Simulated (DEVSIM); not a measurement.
illuminated Si n-on-p cell, one wavelength

Structure: illuminated Si n-on-p cell, one wavelength, at 400 K.

| layer (left to right) | material | thickness (μm) | Nd (cm⁻³) | Na (cm⁻³) | τn (s) | τp (s) | absorption coefficient (cm⁻¹) |
|---|---|---|---|---|---|---|---|
| 1 | Si | 0.320 | 6e18 | - | 3e-7 | 9.7e-7 | 46000 |
| 2 | Si | 50.0 | - | 2.4e16 | 2.7e-5 | 2.7e-5 | 46000 |

Left contact: ohmic, minority hole recombination velocity 6000 cm/s. Right contact: ohmic, minority electron recombination velocity 100 cm/s. Voltage is applied to the left contact. Recombination: SRH at mid-gap, radiative, Auger. Light enters at the left, 4.5e18 photons cm⁻² s⁻¹, one pass, no reflection. Mobility is constant in doping.

Constants are typed, rounded textbook-type inputs, not results; the design itself was drawn at random and stands for no fabricated device. Values at 300 K; Nc and Nv go as T^1.5, mobilities as T to minus their exponent, the gap by Varshni's rule with the affinity fixed.

| parameter | Si |
|---|---|
| gap (eV) | 1.124 |
| affinity (eV) | 4.05 |
| permittivity | 11.7 |
| Nc (cm⁻³) | 2.86e19 |
| Nv (cm⁻³) | 3.1e19 |
| μn (cm²/Vs) | 1417 |
| μp (cm²/Vs) | 470 |
| T exponent of μn | 2.3 |
| T exponent of μp | 2.2 |
| B (cm³/s) | 4.7e-15 |
| Cn (cm⁶/s) | 2.8e-31 |
| Cp (cm⁶/s) | 9.9e-32 |
| Varshni α (eV/K) | 0.000473 |
| Varshni β (K) | 636 |

Model (solved in DEVSIM): 1D drift-diffusion, Boltzmann statistics, complete ionisation; no tunnelling, impact ionisation, image-force lowering or self-heating.

- Potential step across the device at zero bias: 0.766 V
- Largest field in the device at zero bias: 160000 V/cm
- Dark forward voltage at 1 A/cm²: 0.586 V
- Dark forward voltage at 100 A/cm²: 0.765 V
- Short-circuit current: 712 mA/cm²
- Open-circuit voltage: 0.571 V
- Fill factor: 0.76
- Largest power: 309 mW/cm²
- Share of generated pairs collected at short circuit: 0.987

Dark forward current:

```
V (V)  J (A/cm²)
-----  ---------
-0.05    -2.7e-7
-0.10    -1.3e-6
-0.15    -5.4e-6
-0.20    -2.2e-5
-0.25    -9.4e-5
-0.30   -0.00040
-0.35    -0.0017
-0.40    -0.0071
-0.45     -0.030
-0.50      -0.12
-0.55      -0.42
-0.60       -1.4
-0.65       -5.0
-0.70        -18
-0.75        -69
-0.80       -240
-0.85       -740
-0.90      -1800
-0.95      -3700
```

Current under light (generator sign):

```json
[
 {"V (V)": "0.00", "J (mA/cm²)": "712"},
 {"V (V)": "0.08", "J (mA/cm²)": "712"},
 {"V (V)": "0.16", "J (mA/cm²)": "712"},
 {"V (V)": "0.24", "J (mA/cm²)": "712"},
 {"V (V)": "0.32", "J (mA/cm²)": "711"},
 {"V (V)": "0.42", "J (mA/cm²)": "698"},
 {"V (V)": "0.44", "J (mA/cm²)": "688"},
 {"V (V)": "0.46", "J (mA/cm²)": "671"},
 {"V (V)": "0.48", "J (mA/cm²)": "641"},
 {"V (V)": "0.50", "J (mA/cm²)": "591"},
 {"V (V)": "0.52", "J (mA/cm²)": "509"},
 {"V (V)": "0.54", "J (mA/cm²)": "378"},
 {"V (V)": "0.56", "J (mA/cm²)": "169"},
 {"V (V)": "0.58", "J (mA/cm²)": "-167"}
]
```
